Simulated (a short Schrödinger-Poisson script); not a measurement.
System: symmetric double-gate stack, SiO2 on p-type Si(100), at 77 K.

| layer | material | thickness (nm) | Na (cm⁻³) |
|---|---|---|---|
| 1 | SiO2 | 1.1 | - |
| 2 | Si | 10 | 2e16 |
| 3 | SiO2 | 1.1 | - |

Constants are typed, rounded textbook-type inputs, not results; the design itself was drawn at random and stands for no fabricated device. SiO2: permittivity 3.9, conduction-band edge (eV) 3.15, gap (eV) 9, electron mass (mₑ) 0.5. Si: permittivity 11.7, conduction-band edge (eV) 0, gap (eV) 1.124, Nv at 300 K (cm⁻³) 3.1e19.

Channel valleys (confinement mass, in-plane density-of-states mass, number): Δ2 0.916, 0.19, 2; Δ4 0.19, 0.417, 4. At the gates, both at one voltage, the conduction-band edge of layer 1 lies 3.42 eV − eVg above the Fermi level of the channel. Gaps are held at their typed values at every temperature. Mesh 0.03 nm at interfaces.

From a short Schrödinger-Poisson script (our own, NumPy): 1D Poisson equation in equilibrium, electrons classical, Boltzmann, parabolic valleys, classical holes, full ionisation, no traps, pinning or gate leakage.

The same stack at other levels of the model or other numerical settings:

| run | sheet density of all electrons at Vg = 0.95 V (cm⁻²) | sheet density of all electrons at Vg = 0.35 V (cm⁻²) | capacitance of both gates at Vg = 0.95 V (μF/cm²) | rough cost against the base |
|---|---|---|---|---|
| base | 2.49e13 | 2.64e12 | 6.12 | about 1 |
| electrons treated as classical, Fermi-Dirac | 2.20e13 | ? | 5.35 | 3 |
| electrons treated as quantum, Hartree | 1.76e13 | 1.66e12 | 4.56 | 30 |
| mesh six times as coarse | ? | 2.59e12 | ? | about 1 |

**Question.** Some entries are withheld; supply them.

**Answer.** 
- mesh six times as coarse, sheet density of all electrons at Vg = 0.95 V (cm⁻²): 2.41e13
- electrons treated as classical, Fermi-Dirac, sheet density of all electrons at Vg = 0.35 V (cm⁻²): 2.49e12
- mesh six times as coarse, capacitance of both gates at Vg = 0.95 V (μF/cm²): 5.89

The classical rows ignore confinement, and Boltzmann statistics overrate the density once the band edge passes the Fermi level.
